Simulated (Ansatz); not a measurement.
Consider MgO in the rock salt structure (space group Fm-3m, No. 225; a = 4.159 Å). Axes: x, y, z lie along the cube axes.

The values are results of LDA/PAW in Ansatz (a program for electronic structure), no SOC, not measurements.

The change: every lattice vector is stretched by 2.00 %, atoms relaxed at fixed cell.

Predict the stress tensor and what it implies for the stiffness.

Stress of the strained cell less that of the base (GPa, compression positive):
```
  -9.06    0.00    0.00
   0.00   -9.06    0.00
   0.00    0.00   -9.06
```

Then B = −ΔP/(ΔV/V₀) with ΔV/V₀ = 0.0612 gives secant stiffness values (nonlinear terms included at this strain): B ≈ 148 GPa.

As a check, the harmonic strain energy −½ V₀ Δσ:ε is 15 meV/atom; the computed energy rise is 16 meV/atom.

No phonon test of stability was made.
